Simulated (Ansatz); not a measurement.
Take ZnO in the wurtzite structure (space group P6_3mc, No. 186; a = 3.187 Å, c = 5.153 Å) as the base. Axes: x lies along a and z along c of the hexagonal cell.

All numbers come from LDA (Ansatz, a quantum-chemistry and plane-wave program; PAW; 420 eV plane waves; no spin-orbit coupling).

It is then changed as follows: a pure shear with ε_xz = ε_zx = 0.0200; the atoms relax in the strained cell.

Q: Predict the stress tensor and what it implies for the stiffness.

A: Stress of the strained cell less that of the base (GPa, compression positive):
```
  -0.13    0.00   -1.52
   0.00   -0.02    0.00
  -1.52    0.00   -0.01
```

Then −Δσ/γ with γ = 2ε = 0.0400 gives secant stiffness values (nonlinear terms included at this strain): C55 ≈ 38 GPa.

Whether these cells are dynamically stable was not tested.
